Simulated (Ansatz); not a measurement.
Do energy and pressure agree? Two volumes of Fe (Im-3m, 1 atom in the cell)

```
CELL_PARAMETERS angstrom
     -1.43070     1.43070     1.43070
      1.43070    -1.43070     1.43070
      1.43070     1.43070    -1.43070
ATOMIC_POSITIONS crystal
  Fe 0.00000 0.00000 0.00000
```
Moments meant for the start (each program seeds them in its own way; μB, in the order of the atoms Fe): 2.5.

Method of the run: PBE (plane waves, PAW; Ansatz, a program for electronic structure).

Settings: basis.ecutwfc = 1010 eV; kpoints.mp_grid.grid = 16 16 16; hamiltonian.xc = pbe; hamiltonian.pseudopotentials = {kind: paw} (the program's default PAW files); magnetization.spin_polarized = true; scf.occupations.method = gaussian; scf.occupations.width = 0.1 eV. This cutoff ends a ladder whose last two steps agree within 1 meV/atom.

The second cell is the first with its lattice scaled by 0.98, at the same fractional positions.

The starting cell has typed, rounded lattice constants, without a prior relaxation at this level. Its lattice was rescaled by up to half a per cent. With one magnetic atom in the cell only a parallel order is possible. Ansatz's pressure includes its estimate of the finite-basis (Pulay) stress.

Net moments: 2.25 and 2.10 μB/atom.

| cell | volume (Å³/atom) | pressure (GPa) | F less the first cell's (meV/atom) |
|---|---|---|---|
| first | 11.7139 | -5.05 | 0.00 |
| second | 11.0250 | 5.64 | ? |

Question: Estimate the energy of the second cell from the pressures, and the bulk modulus between the two volumes.

Answer: With P = −dF/dV, the trapezoid gives ΔF ≈ −(P₁ + P₂)/2 · ΔV = −(0.295 GPa) · (-0.6889 Å³) = 1.27 meV/atom (1 eV/Å³ = 160.22 GPa). The modulus at fixed fractional positions is B = −ΔP/Δln V = 176 GPa, a mean over the interval. P(V) is curved, so the trapezoid lies high by about |ΔV|³·B·(1 + B′)/(12·V̄²) = 1.16 meV/atom for an assumed B′ = 4, which leaves 0.11 meV/atom. The runs gave 0.05 meV/atom, a miss of 0.06 meV/atom. Cases were kept where this miss is small, so the page shows the method and is no test of it.

Left out of this page: 15 runs of the series outside the window shown, repeating another row's setting, or not comparable.

Keys are those of Ansatz 0.2.
